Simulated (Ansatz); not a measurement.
System: ScAlN2 (model structure, P3m1, No. 156, 4 atoms in the cell). Method: r²SCAN (Ansatz, a first-principles code, plane waves, PAW).

Settings: plane-wave cutoff 560 eV, 12×12×8 k mesh (along the axes of the cell as run), Fermi–Dirac smearing 0.01 eV, scalar-relativistic PAW data made under PBE.

Cell (relaxed at this level):

```cif
data_AlN2Sc
_chemical_formula_sum 'Sc1 N2 Al1'
_space_group_name_H-M_alt 'P 1'
_space_group_IT_number 1
_cell_length_a 3.32208
_cell_length_b 3.32208
_cell_length_c 5.16745
_cell_angle_alpha 90.000
_cell_angle_beta 90.000
_cell_angle_gamma 120.000
loop_
_space_group_symop_operation_xyz
  'x, y, z'
loop_
_atom_site_label
_atom_site_type_symbol
_atom_site_fract_x
_atom_site_fract_y
_atom_site_fract_z
_atom_site_occupancy
Sc1 Sc 0.33333 0.66667 0.99077 1
N1 N 0.33333 0.66667 0.40820 1
Al1 Al 0.66667 0.33333 0.50402 1
N2 N 0.66667 0.33333 0.86701 1
```

Problem. Predict the band gap, direct gap at Γ and bulk modulus B0.

Solution. 
* **band gap**: 3.61 eV (on the SCF k mesh)
* **direct gap at Γ**: 4.14 eV
* **bulk modulus B0**: 167 GPa

Note: the bulk modulus is −V dP/dV from two relaxed cells at ±2 % in volume; the relaxation could raise the start's symmetry but not lower it, so the cell can be a saddle point.

Computed values are for the static lattice.

Computing time: around 3 core-minutes (rough).

A model structure was made by putting elements into a prototype or built by hand; it is no filed structure, need not be a known phase, and can be a saddle point held by its symmetry.
